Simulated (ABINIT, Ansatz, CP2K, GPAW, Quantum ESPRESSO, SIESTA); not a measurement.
# One structure in several programs: Sc (P6_3/mmc, 4 atoms in the cell)

Self-consistent single point.

```yaml
crystal:
  lattice:
    - [3.22198, 0.00000, 0.00000]
    - [-1.61099, 2.79031, 0.00000]
    - [0.00000, 0.00000, 10.36672]
  atoms:
    - { symbol: Sc, position: [0.00000, 0.00000, 0.00000] }
    - { symbol: Sc, position: [0.00000, 0.00000, 0.50000] }
    - { symbol: Sc, position: [0.33333, 0.66667, 0.25000] }
    - { symbol: Sc, position: [0.66667, 0.33333, 0.75000] }
```

All programs got the same cell, k-point mesh and kind of occupations (in Ansatz's words: kpoints.mp_grid.grid = 8 8 3; scf.occupations.method = fermi_dirac; scf.occupations.width = 0.0073 Ry); potentials, basis and cutoffs are each program's usual ones.

| code | model | pressure (GPa) | k-points | cutoff |
|---|---|---|---|---|
| SIESTA | GGA PBE, numerical atomic orbitals DZP, PseudoDojo PBE standard norm-conserving potentials (rewritten from UPF to PSML) | 1.78 | 110 | grid 300 Ry |
| Ansatz | PBE, default PAW files | 3.36 | 20 | 30.9 Ry |
| CP2K | PBE, GPW, DZVP-MOLOPT-SR-GTH basis, GTH-PBE potentials (GTH_POTENTIALS) | 3.63 | 98 | grid 600 Ry |
| ABINIT | PBE, norm-conserving pseudopotentials (PseudoDojo nc-sr-05 PBE standard) | 3.37 | 20 | 39 Ha |
| GPAW | PBE, GPAW PAW datasets PBE (gpaw-data 1.0.1) | 3.32 | 20 | 850 eV |
| Quantum ESPRESSO | PBE, SSSP 1.1.2 efficiency (PBE) pseudopotentials | 3.47 | 20 | 60 Ry |

The spread over the programs that give each value: pressure within 1.85 GPa.

The starting cell was generated: these elements placed on a structure prototype, without a prior relaxation; it need not be a known phase or ordering of this composition. Its lattice was rescaled by a random factor within 2.5 % of one. On Ansatz's run: In the base run, with a pressure of about 3 GPa the cell is away from its equilibrium volume at this level.

Task: Why do the programs differ, and what cannot be compared?

Result: Differences of this kind can come from the potentials, where these differ, and from what each basis and cutoff leave unconverged. The zero of total energies and Fermi levels follows the potentials and each program's conventions, so they are not compared here. SIESTA and CP2K use small atom-centred bases, whose incompleteness enters pressures, forces and empty levels differently from a plane-wave cutoff. Ansatz's pressure is given at a fixed set of plane waves, as the other plane-wave codes print theirs. Ansatz's smearing width was typed in Ry to four decimals, so it matches the others to a few per cent. The programs reduce the same mesh by symmetry to different extents, which changes the work and not the result. In the pressure, SIESTA (by 1.58) lies more than 1 GPa from the median of the plane-wave programs.

Left out of this page: Elk and FLEUR (not drawn, or without a comparable value).

Ansatz is a first-principles code.

Keys are those of Ansatz 0.2.
